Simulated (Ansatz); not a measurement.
Ta2O5 (I4/mmm, No. 139, 7 atoms in the cell; start mp-1218001) was calculated with PBEsol in Ansatz (plane waves, PAW).

The input as run:

Ansatz 0.2 input:
```yaml
crystal:
  lattice:
    - [-2.6204021054, 2.6204021054, 4.7915225456]
    - [2.6204021054, -2.6204021054, 4.7915225456]
    - [2.6204021054, 2.6204021054, -4.7915225456]
  atoms:
    - { symbol: Ta, position: [0.1966433698, 0.1966433698, 0.0] }
    - { symbol: Ta, position: [0.8033566302, 0.8033566302, 0.0] }
    - { symbol: O, position: [0.0, 0.0, 0.0] }
    - { symbol: O, position: [0.5, 0.0, 0.0] }
    - { symbol: O, position: [0.0, 0.0, 0.5] }
    - { symbol: O, position: [0.0, 0.5, 0.0] }
    - { symbol: O, position: [0.5, 0.5, 0.5] }
basis:
  ecutwfc: 520
  ecutrho_ratio: 4
  xc_grid: 2
kpoints:
  mp_grid: { grid: [10, 10, 10] }
  band_path:
    path:
      - [0.0, 0.0, 0.0]
      - [0.0, 0.0, 0.0625]
      - [0.0, 0.0, 0.125]
      - [0.0, 0.0, 0.1875]
      - [0.0, 0.0, 0.25]
      - [0.0, 0.0, 0.3125]
      - [0.0, 0.0, 0.375]
      - [0.0, 0.0, 0.4375]
      - [0.0, 0.0, 0.5]
      - [0.125, 0.125, 0.375]
      - [0.25, 0.25, 0.25]
      - [0.2, 0.3, 0.2]
      - [0.15, 0.35, 0.15]
      - [0.1, 0.4, 0.1]
      - [0.05, 0.45, 0.05]
      - [0.0, 0.5, 0.0]
      - [0.0, 0.416667, 0.0]
      - [0.0, 0.333333, 0.0]
      - [0.0, 0.25, 0.0]
      - [0.0, 0.166667, 0.0]
      - [0.0, 0.083333, 0.0]
      - [0.083333, 0.083333, -0.083333]
      - [0.166667, 0.166667, -0.166667]
      - [0.25, 0.25, -0.25]
      - [0.333333, 0.333333, -0.333333]
      - [0.416667, 0.416667, -0.416667]
      - [0.5, 0.5, -0.5]
      - [0.44159, 0.55841, -0.44159]
      - [0.38318, 0.61682, -0.38318]
      - [0.32477, 0.67523, -0.32477]
      - [-0.32477, 0.32477, 0.32477]
      - [-0.278374, 0.278374, 0.278374]
      - [-0.231979, 0.231979, 0.231979]
      - [-0.185583, 0.185583, 0.185583]
      - [-0.139187, 0.139187, 0.139187]
      - [-0.092791, 0.092791, 0.092791]
      - [-0.046396, 0.046396, 0.046396]
      - [-0.14954, 0.14954, 0.5]
      - [0.5, 0.5, -0.14954]
      - [0.5, 0.5, -0.219632]
      - [0.5, 0.5, -0.289724]
      - [0.5, 0.5, -0.359816]
      - [0.5, 0.5, -0.429908]
    npoints: 1
hamiltonian:
  xc: pbesol
  dispersion: none
  pseudopotentials: { kind: paw }
scf:
  occupations: { method: fermi_dirac, width: 0.01 }
  convergence: { dr2_threshold: 0.0000000007 }
output:
  forces: true
  stress: true
  eigenvalues: true
  write_bands: true
```

The run printed, among other lines:

```
Crystal: 7 atoms, lattice volume = 131.604 Å³
Basis set: ecut = 520 eV, 3545 PW (Γ), exchange–correlation on 96×96×96 points (8 copies of the dense FFT grid, shifted against one another)
Bands: 35, of which v1, the nominal top of the filled ones, is band 28 counted from 1 (27 counted from 0)
Symmetry: 16 space group operations
Space group: I4/mmm (ITA 139), of the structure as read, at distance tolerance 5.1e-5 Å
k-points: 102 of 1000
Functional: x = pbesol(κ = 0.804, μ = 0.12345679012345678), c = pbesol(β = 0.046)
SCF iter   1: F=—  HF=-22423.606647 eV  |F-HF|=—  |Δ(HF+E_count)|=         —  Δρ=1.44e-2  dr2=2.27e-1
SCF iter   2: F=—  HF=-22423.565866 eV  |F-HF|=—  |Δ(HF+E_count)|=   4.08e-2  Δρ=4.99e-3  dr2=2.24e-2
  ...
SCF iter   9: F=—  HF=-22423.565209 eV  |F-HF|=—  |Δ(HF+E_count)|=   4.44e-8  Δρ=1.31e-6  dr2=3.07e-9
SCF iter  10: F=-22423.565209 eV  HF=-22423.565209 eV  |F-HF|=1.64e-10  |Δ(HF+E_count)|=   3.30e-9  Δρ=1.98e-7  dr2=7.18e-11
SCF 1 converged in 10 iterations: F = -22423.565209 eV  dr2 = 7.18e-11
SCF converged after 10 iterations
Free energy (F): -22423.565209 eV
Internal energy: -22423.565209 eV  (E = F + TS)
E sigma→0 (E₀):  -22423.565209 eV
Fermi energy:    5.141095 eV
--- Forces (eV/Å), atoms counted from 1 ---
  atom   1  Ta    -0.00000000    -0.00000000     0.00026530
  atom   2  Ta     0.00000000     0.00000000    -0.00026530
  atom   3  O     -0.00000000     0.00000000     0.00000000
  atom   4  O      0.00000000    -0.00000000     0.00000000
  atom   5  O      0.00000000    -0.00000000     0.00000000
  atom   6  O      0.00000000     0.00000000    -0.00000000
  atom   7  O      0.00000000    -0.00000000     0.00000000
--- Stress (GPa, compression-positive) ---
        0.003516       0.000000       0.000000
        0.000000       0.003516       0.000000
        0.000000      -0.000000       0.001717
  P = ⅓ Tr σ = 0.0029 GPa (0.029 kbar)
```

The PAW data were made under PBE.

It cost about 40 core-seconds (a rough figure) of CPU time.

A start named mp-… is a Materials Project structure, which need not be a measured phase.

Ansatz is a first-principles code.
